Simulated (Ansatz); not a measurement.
Where the default PAW files enter, the runs use the earlier of Ansatz's two default sets.

The decay constant κ of evanescent states in the gap governs leakage through a thin film.

Given:

```
CELL_PARAMETERS angstrom
      3.04757     0.00000     0.00000
      0.00000     5.81741     0.00000
      1.52378    -1.46094     6.14282
ATOMIC_POSITIONS crystal
  Ga 0.65884 0.68527 0.68232
  Ga 0.34116 0.31473 0.31768
  Ga 0.09047 0.20521 0.81906
  Ga 0.90953 0.79479 0.18094
  O  0.49647 0.74334 0.00706
  O  0.50353 0.25666 0.99294
  O  0.17337 0.43677 0.65326
  O  0.82663 0.56323 0.34674
  O  0.83550 0.10915 0.32900
  O  0.16450 0.89085 0.67100
```

Space group of this cell: C2/m. The cell is strained (lengths along the current scaled by 1.03, ions clamped); by r2SCAN its mean pressure is -6.8 GPa.

Transport runs along the normal of the first two printed cell vectors.

No gap correction and no spin-orbit coupling; mid-gap values are interpolated between computed energies.

Estimate the band gap and the smallest decay constant κ at mid-gap that r2SCAN (Ansatz, a first-principles code) returns for this system.

Gap 2.63 eV on a 10×6×10 mesh; κ = 0.228 1/Å, at the zone centre.
